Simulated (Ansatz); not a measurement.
Consider Pt in the fcc (Cu type) structure (space group Fm-3m, No. 225; a = 3.970 Å).

Computed with Kohn–Sham DFT with the PBE functional, run in Ansatz (a program for electronic structure) with PAW and 420 eV plane waves, scalar-relativistic without spin-orbit coupling.

Base values:

```
Item               Result
---------------  --------
Volume per atom  15.65 Å³
```

Modification: hydrostatic tension (pressure −2 GPa).

Question: What happens to the volume per atom?

Answer: The volume per atom rises by 0.13 Å³ (15.65 Å³ → 15.78 Å³).

Load acts through the strain it causes; cell and atoms are relaxed under it. Stability against distortions was not tested. The final runs are not spin-polarised.
